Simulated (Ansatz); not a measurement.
**Response to strain in BP**

Base system: BP in the zinc blende structure (space group F-43m, No. 216).

```xyz
2
Lattice="0.0000 2.2453 2.2453 2.2453 0.0000 2.2453 2.2453 2.2453 0.0000" Properties=species:S:1:pos:R:3 pbc="T T T"
B      0.0000     0.0000     0.0000
P      1.1226     1.1226     1.1226
```

Cartesian axes are those of the cell as printed.

Strains are applied to the cell and any free atomic positions relax; under biaxial strain the out-of-plane vector relaxes too.

All numbers come from LDA, PAW, 420 eV (Ansatz, a first-principles code; without spin-orbit coupling).

```tsv
biaxial strain, plane normal [111], relaxed out of plane (%)	out-of-plane strain (%)
-2.5	0.56
-2.08	0.46
-1.67	0.37
-1.25	0.27
-0.83	?
-0.42	0.09
0	0.00
```

Task: Fit ε⊥ = −νε + γε² (strains in %) to the rows shown and predict the withheld row.

Result: Least squares on the printed values gives ν = 0.21 (the biaxial Poisson response) and γ = 0.005 (largest residual 0.00 %); this predicts 0.18 %, and the run gives 0.18 %, in agreement.

Stability against distortions was not tested.
